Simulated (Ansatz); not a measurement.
Fluorite CoSi₂, treated with PBE-D4 (plane waves, PAW; Ansatz, a first-principles code).

Run with plane-wave cutoff 500 eV, 12×12×12 k mesh, Fermi–Dirac smearing 0.05 eV, no spin polarisation, scalar-relativistic PAW data made under PBE.

Computed at the level's own relaxed cell.

Predict the equilibrium volume per atom and lattice parameter a.


equilibrium volume per atom: 12.45 Å³/atom
lattice parameter a: 5.307 Å

Measured, for comparison: equilibrium volume per atom 12.87 Å³/atom, lattice constant a 5.365 Å (room temperature, not corrected to a static lattice; as tabulated in Hegde and Bowen (2014), arXiv:1405.1317). Computed (rounded) less measured: equilibrium volume per atom -3.3 %, lattice constant a -1.1 %. A static lattice is as a rule a little smaller and stiffer than an uncorrected measurement, which narrows the difference in the lattice constant a and would widen misses of the other sign.

The computed numbers hold no vibrational or temperature effects.
